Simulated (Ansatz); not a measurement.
Worked example: self-consistent single point of a (001) slab of NaCl (cut from a parent of space group no. 225; 8 atoms in the cell) in Ansatz (a quantum-chemistry and plane-wave program).

Computed with PBE (plane waves, PAW; Ansatz).

```yaml
crystal:
  lattice:
    - [4.00005, 0.00000, 0.00000]
    - [-4.00005, 4.00005, 0.00000]
    - [0.00000, 0.00000, 22.48541]
  atoms:
    - { symbol: Cl, position: [0.00000, 0.50000, 0.43711] }
    - { symbol: Cl, position: [0.00000, 0.00000, 0.31131] }
    - { symbol: Cl, position: [0.00000, 0.50000, 0.68869] }
    - { symbol: Cl, position: [0.00000, 0.00000, 0.56289] }
    - { symbol: Na, position: [0.00000, 0.00000, 0.43711] }
    - { symbol: Na, position: [0.00000, 0.50000, 0.31131] }
    - { symbol: Na, position: [0.00000, 0.00000, 0.68869] }
    - { symbol: Na, position: [0.00000, 0.50000, 0.56289] }
```

Reference input (self-consistent single point, DFT, PBE, plane waves, default PAW files): basis.ecutwfc = 420 eV; kpoints.mp_grid.grid = 8 8 1; hamiltonian.xc = pbe; hamiltonian.pseudopotentials = {kind: paw} (the program's default PAW files); scf.occupations.method = fermi_dirac; scf.occupations.width = 0.01 eV. This run's input differs from it in these lines:

Ansatz 0.2 input:
```diff
@@ -16,3 +16,3 @@
 basis:
-  ecutwfc: 420.0
+  ecutwfc: 250.0
 kpoints:
```

Output (repeated stretches shortened):

```
SCF iter   1: F=—  HF=-10276.015194 eV  |F-HF|=—  |Δ(HF+E_count)|=         —  Δρ=7.12e-3  dr2=4.18e-2  ethr=1.77e-3  ⟨swp⟩=9.7  Hψ=2875  notcnv=0
all-band conjugate gradients solve this SCF's bands
preconditioner: auto → Resta (q_TF=auto, 2.046 Å⁻¹)
SCF iter   2: F=—  HF=-10275.983496 eV  |F-HF|=—  |Δ(HF+E_count)|=   3.17e-2  Δρ=2.37e-3  dr2=3.95e-3  ethr=6.53e-5  ⟨swp⟩=2.4  Hψ=1294  notcnv=0  defer=41
   [... lines left out ...]
SCF iter   4: F=—  HF=-10275.985298 eV  |F-HF|=—  |Δ(HF+E_count)|=   3.32e-4  Δρ=4.44e-5  dr2=1.36e-5  ethr=7.79e-7  ⟨swp⟩=2.1  Hψ=820  notcnv=0  defer=41
SCF iter   5: F=—  HF=-10275.987944 eV  |F-HF|=—  |Δ(HF+E_count)|=   2.65e-3  Δρ=1.89e-5  dr2=9.23e-7  ethr=2.13e-8  ⟨swp⟩=2.0  Hψ=1089  notcnv=0  defer=41
SCF iter   6: F=—  HF=-10275.987943 eV  |F-HF|=—  |Δ(HF+E_count)|=   6.21e-7  Δρ=5.27e-6  dr2=1.90e-7  ethr=1.56e-10  ⟨swp⟩=12.2  Hψ=2924  notcnv=0
SCF iter   7: F=-10275.987943 eV  HF=-10275.987943 eV  |F-HF|=8.17e-9  |Δ(HF+E_count)|=   1.67e-7  Δρ=1.05e-6  dr2=2.99e-9  ethr=1.56e-10  ⟨swp⟩=6.4  Hψ=2173  notcnv=0
SCF 1 converged in 7 iterations: F = -10275.987943 eV  dr2 = 2.99e-9
Free energy (F): -10275.987943 eV
Internal energy: -10275.987943 eV  (E = F + TS)
E sigma→0 (E₀):  -10275.987943 eV
Fermi energy:    -0.194562 eV
--- Forces (eV/Å), atoms counted from 1 ---
  atom   1  Cl     0.00000000     0.00000000    -0.00930550
  atom   2  Cl     0.00000000     0.00000000    -0.16879358
  atom   3  Cl    -0.00000000     0.00000000     0.16879358
  atom   4  Cl     0.00000000     0.00000000     0.00930550
  atom   5  Na     0.00000000     0.00000000    -0.01167586
  atom   6  Na     0.00000000     0.00000000     0.15566105
  atom   7  Na    -0.00000000     0.00000000    -0.15566105
  atom   8  Na     0.00000000     0.00000000     0.01167586
--- Stress (GPa, compression-positive) ---
       -0.285657       0.000000      -0.000000
        0.000000      -0.285657      -0.000000
       -0.000000      -0.000000       0.071750
  P = ⅓ Tr σ = -0.1665 GPa (-1.665 kbar)
  The stress holds the Pulay correction. Without it, at fixed plane waves, as pw.x and ABINIT print it: P = -5.9013 GPa
```

The run converged in 7 iterations. Against the reference run the free energy goes up by 241 meV/atom, the largest force goes from 0.179 to 0.169 eV/Å and the gap on the mesh goes from 4.887 to 4.874 eV.

The starting cell has typed, rounded lattice constants, without a prior relaxation at this level. The slab is cut from that crystal, and its faces are unrelaxed. Its lattice was rescaled by up to half a per cent. Spin polarisation is off, though cut faces can carry moments; a gap of a slab can lie between surface states. The cutoff lies below the one recommended for these files.
